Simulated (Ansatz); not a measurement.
Start from Ta in the bcc (W type) structure (space group Im-3m, No. 229; a = 3.282 Å).

Computed with PBEsol (Ansatz, an electronic-structure program; PAW; 420 eV plane waves; scalar-relativistic without spin-orbit coupling), earlier PAW set.

One change was made to it. Results:

```tsv
quantity	base	after
density	17.00 g/cm³	18.12 g/cm³
shortest interatomic distance	2.842 Å	2.782 Å
```

Question: Name the change that was made.
A. pressure 2.1 GPa
B. pressure 15 GPa
C. pressure −2 GPa
D. pressure 0.9 GPa

Answer: B, pressure 15 GPa. For comparison, the density in the other runs: pressure 2.1 GPa gives 17.17 g/cm³; pressure 0.9 GPa gives 17.07 g/cm³; pressure −2 GPa gives 16.83 g/cm³.

Load acts through the strain it causes; cell and atoms are relaxed under it. No phonon test of stability was made. No other phases were tried under pressure. All final runs are without spin polarisation.
